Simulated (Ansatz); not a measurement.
Worked example: self-consistent single point of Pt3Pb (P4mm, 4 atoms in the cell) in Ansatz (a quantum-chemistry and plane-wave program).

Method of the run: LDA (PW92), default PAW files made with PBE (plane waves; Ansatz).

The change in words: lattice scaled by 0.98; kpoints.mp_grid.grid: 8 8 8 → 24 24 24. Reference geometry:
```yaml
crystal:
  lattice:
    - [4.12023, 0.00000, 0.00000]
    - [0.00000, 4.12023, 0.00000]
    - [0.00000, 0.00000, 4.12023]
  atoms:
    - { symbol: Pt, position: [0.50000, 0.00000, 0.50000] }
    - { symbol: Pt, position: [0.01213, 0.50000, 0.50000] }
    - { symbol: Pt, position: [0.50000, 0.50000, 0.00000] }
    - { symbol: Pb, position: [0.00000, 0.00000, 0.00000] }
```

Reference input (self-consistent single point, DFT, LDA (PW92), plane waves, default PAW files made with PBE): basis.ecutwfc = 420 eV; kpoints.mp_grid.grid = 8 8 8; hamiltonian.xc = lda; hamiltonian.pseudopotentials = {kind: paw} (the program's default PAW files); scf.occupations.method = fermi_dirac; scf.occupations.width = 0.1 eV. This run's input differs from it in these lines:

Ansatz 0.2 input:
```diff
@@ -2,5 +2,5 @@
   lattice:
-    - [4.120229, 0.000000, 0.000000]
-    - [0.000000, 4.120229, 0.000000]
-    - [0.000000, 0.000000, 4.120229]
+    - [4.037824, 0.000000, 0.000000]
+    - [0.000000, 4.037824, 0.000000]
+    - [0.000000, 0.000000, 4.037824]
   atoms:
@@ -13,3 +13,3 @@
 kpoints:
-  mp_grid: { grid: [8, 8, 8] }
+  mp_grid: { grid: [24, 24, 24] }
 hamiltonian:
```

Log, with long lists cut:

```
SCF iter   1: F=—  HF=-48337.646871 eV  |F-HF|=—  |Δ(HF+E_count)|=         —  Δρ=6.47e-3  dr2=7.39e-3  ethr=1.77e-3  ⟨swp⟩=6.6  Hψ=192420  notcnv=0  defer=67
all-band conjugate gradients solve this SCF's bands
preconditioner: auto → Kerker (q_TF=auto, 2.743 Å⁻¹)
SCF iter   2: F=—  HF=-48337.646336 eV  |F-HF|=—  |Δ(HF+E_count)|=   5.35e-4  Δρ=3.49e-3  dr2=2.10e-3  ethr=1.09e-5  ⟨swp⟩=2.2  Hψ=80142  notcnv=0  defer=128
   [... lines left out ...]
SCF iter   4: F=—  HF=-48337.645803 eV  |F-HF|=—  |Δ(HF+E_count)|=   1.12e-5  Δρ=4.37e-5  dr2=6.86e-7  ethr=1.34e-8  ⟨swp⟩=2.1  Hψ=83792  notcnv=0  defer=128
iter 5 did not close the SCF: its close was put off for the readings that it lacked (scf_convergence_deferred on its scf_iter line)
SCF iter   5: F=-48337.645802 eV  HF=-48337.645802 eV  |F-HF|=2.77e-8  |Δ(HF+E_count)|=   8.18e-8  Δρ=8.75e-6  dr2=6.57e-8  ethr=1.01e-9  ⟨swp⟩=2.0  Hψ=60411  notcnv=0  defer=128
SCF iter   6: F=-48337.645802 eV  HF=-48337.645802 eV  |F-HF|=4.37e-9  |Δ(HF+E_count)|=   9.58e-9  Δρ=2.97e-6  dr2=7.03e-9  ethr=9.66e-11  ⟨swp⟩=6.0  Hψ=218145  notcnv=0
SCF 1 converged in 6 iterations: F = -48337.645802 eV  dr2 = 7.03e-9
Free energy (F): -48337.645802 eV
Internal energy: -48337.607436 eV  (E = F + TS)
E sigma→0 (E₀):  -48337.626619 eV
Entropy (-TS):   -0.038366 eV (-9.592 meV/atom)
Fermi energy:    21.329954 eV
--- Forces (eV/Å), atoms counted from 1 ---
  atom   1  Pt     0.23872759     0.00000000     0.00000000
  atom   2  Pt    -0.37866030    -0.00000000     0.00000000
  atom   3  Pt     0.23872759     0.00000000     0.00000000
  atom   4  Pb    -0.09879869    -0.00000000     0.00000000
--- Stress (GPa, compression-positive) ---
        0.523454       0.000000       0.000000
        0.000000       0.448469       0.000000
        0.000000       0.000000       0.448469
  P = ⅓ Tr σ = 0.4735 GPa (4.735 kbar)
  The stress holds the Pulay correction. Without it, at fixed plane waves, as pw.x and ABINIT print it: P = 0.4351 GPa
```

The run converged in 6 iterations. Against the reference run the free energy drops by 36.3 meV/atom, the pressure goes from -10.91 to 0.47 GPa and the largest force goes from 0.245 to 0.379 eV/Å. The full log also holds: “iter 5 did not close the SCF: its close was put off for the readings that it lacked (scf_convergence_deferred on its scf_iter line)”.

The starting cell comes from a database of computed structures (which also holds hypothetical and non-ambient phases and stackings), without a prior relaxation at this level. Its lattice was rescaled by up to half a per cent. One atom was moved a little off its site on purpose. For this run, on top of that: lattice scaled by 0.98. Spin polarisation is off. Ansatz's pressure includes its estimate of the finite-basis (Pulay) stress.

Cost on one core of a shared machine: roughly 4 min.
